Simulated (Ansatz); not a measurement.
Gap of a one-dimensional KBr body, 12 atoms a period at several levels, all on one geometry.

```
CELL_PARAMETERS angstrom
     17.50000     0.00000     0.00000
      0.00000    16.50000     0.00000
      0.00000     0.00000     6.44449
ATOMIC_POSITIONS crystal
  K  0.68089 0.50000 0.00000
  Br 0.59437 0.67332 0.00000
  K  0.40959 0.66605 0.00000
  Br 0.31119 0.50000 0.00000
  K  0.40959 0.33395 0.00000
  Br 0.59437 0.32668 0.00000
  Br 0.68881 0.50000 0.50000
  K  0.59041 0.66605 0.50000
  Br 0.40563 0.67332 0.50000
  K  0.31911 0.50000 0.50000
  Br 0.40563 0.32668 0.50000
  K  0.59041 0.33395 0.50000
```

Levels: PBE (plane waves to 420 eV, PAW; Ansatz, a program for electronic structure); PBE with spin-orbit coupling run with Ansatz; r2SCAN (plane waves to 500 eV, PAW; Ansatz); Ansatz with HSE06. Unmarked values and the geometry are of the first. Mesh 1×1×6. No spin polarisation. Isolated but for its images some 11 Å away. A hypothetical model. It keeps the symmetry and period of its start, so it need not be a minimum against all distortions. Values not marked SOC lack spin–orbit coupling. HSE06 ran on a 1×1×3 mesh and at PBE's edge points.

```csv
level,gap (eV)
PBE,4.42
PBE+SOC,4.31
r2SCAN,5.15
HSE06,(withheld)
```

Q: Some entries are withheld; supply them.

A: 
- HSE06, gap (eV): 5.49
